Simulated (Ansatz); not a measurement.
**Bulk modulus B0 of A15 Mo3Si at several levels of theory**

No measured value is used here.

| level (code) | value (GPa) | cell (Å³/atom) |
|---|---|---|
| LDA (Ansatz) | 279 | 14.12 |
| BLYP (Ansatz) | 220 | 15.37 |
| PBE (Ansatz) | 249 | 14.76 |
| revPBE (Ansatz) | 242 | 14.90 |
| RPBE (Ansatz) | 239 | 14.95 |
| PBE-D3(BJ) (Ansatz) | 267 | 14.32 |
| PBE-D4 (Ansatz) | 264 | 14.40 |
| PBEsol-D3(BJ) (Ansatz) | 285 | 13.97 |
| r²SCAN (Ansatz) | 264 | 14.57 |
| r²SCAN-D4 (Ansatz) | 269 | 14.46 |
| r²SCAN+rVV10 (Ansatz) | 269 | 14.48 |
| HSE06 (Ansatz) | 275 | 14.37 |

HSE06: the run has no spin polarisation, so it can have missed a magnetic state. Each level is taken at its own relaxed cell. Cutoffs and k meshes differ between the levels. Ansatz's density-functional and Hartree–Fock values are scalar-relativistic unless marked +SOC, with PAW data made under PBE.

Ansatz is a program for electronic structure.
